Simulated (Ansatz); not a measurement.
I on the 1x1 (110) surface of bcc W, one in a 2x2 cell, energies for each (28.7 Å²). Energies are against ½ I2(g), without zero-point or thermal terms; each row is named by its start.

Calculation: PBE (plane waves to 420 eV, PAW; Ansatz, an electronic-structure program).

Model: 17-atom slab, 6.6 Å thick at the start under the adsorbate (thin: gaps and levels are the slab's own), 6x6x1 mesh, Fermi-Dirac 0.1 eV, dipole correction, 8 atoms held, the rest relaxed; each run with such symmetry as its start has; no spin, no spin-orbit, no U, no dispersion correction.

A negative adsorption energy means that the adsorbate is more stable on the surface than in its reference. Heights count from the host atoms within 0.3 Å of the top one.

| starting site | E_ads (eV) | height (Å) | nearest host atom (Å) | bonded to | Δ work function (eV) | lateral drift (Å) |
|---|---|---|---|---|---|---|
| top W | -1.60 | 2.80 | W 2.71 | W | 0.02 | 0.0 |
| hollow W-W-W | -2.27 | 2.33 | W 2.84 | 3 W | -0.85 | 0.1 |
| bridge W-W (span 2.8 Å) | -2.08 | 2.49 | W 2.83 | 2 W | -0.51 | 0.0 |
| bridge W-W (span 3.2 Å) | -2.18 | 2.31 | W 2.83 | 4 W | -0.96 | 0.0 |
